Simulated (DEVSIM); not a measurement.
Device: GaP/Si n-p heterojunction, at 250 K.

Layer 1 from the left is GaP, thickness (μm) 0.150, Nd (cm⁻³) 1.5e17, τn (s) 8.8e-7, τp (s) 8.8e-7. Layer 2 from the left is Si, thickness (μm) 0.440, Na (cm⁻³) 3.8e15, τn (s) 2.6e-8, τp (s) 8.8e-7.

Left contact: ohmic. Right contact: ohmic. Voltage is applied to the left contact. Recombination: SRH at mid-gap, Auger. Mobility is μmin + (μ − μmin)/(1 + (N/Nref)^α).

Constants are typed, rounded textbook-type inputs, not results; the design itself was drawn at random and stands for no fabricated device. Values at 300 K; Nc and Nv go as T^1.5, mobilities as T to minus their exponent, the gap by Varshni's rule with the affinity fixed.

GaP: gap (eV) 2.26, affinity (eV) 3.8, permittivity 11.1, Nc (cm⁻³) 1.8e19, Nv (cm⁻³) 1.9e19, μn (cm²/Vs) 250, μp (cm²/Vs) 150, μn,min 10, μp,min 10, Nref,n 4.4e18, Nref,p 1e18, αn 0.8, αp 0.85, T exponent of μn 1.6, T exponent of μp 1.98, Cn (cm⁶/s) 1e-30, Cp (cm⁶/s) 1e-30, Varshni α (eV/K) 0.00058, Varshni β (K) 372. Si: gap (eV) 1.124, affinity (eV) 4.05, permittivity 11.7, Nc (cm⁻³) 2.86e19, Nv (cm⁻³) 3.1e19, μn (cm²/Vs) 1417, μp (cm²/Vs) 470, μn,min 52, μp,min 45, Nref,n 9.7e16, Nref,p 2.2e17, αn 0.68, αp 0.72, T exponent of μn 2.3, T exponent of μp 2.2, Cn (cm⁶/s) 2.8e-31, Cp (cm⁶/s) 9.9e-32, Varshni α (eV/K) 0.000473, Varshni β (K) 636.

Simulated with DEVSIM: 1D drift-diffusion, Boltzmann statistics, complete ionisation; no tunnelling, impact ionisation, image-force lowering or self-heating. Band offsets follow the typed affinities; no thermionic-emission limit at abrupt steps, no polarisation charge.

Question: What does the simulation give for the dark forward voltage at 100 A/cm², the dark forward voltage at 1 A/cm², the largest field in the device at zero bias, the potential step across the device at zero bias?

Answer: dark forward voltage at 100 A/cm² 0.750 V; dark forward voltage at 1 A/cm² 0.606 V; largest field in the device at zero bias 97000 V/cm; potential step across the device at zero bias 1.101 V.
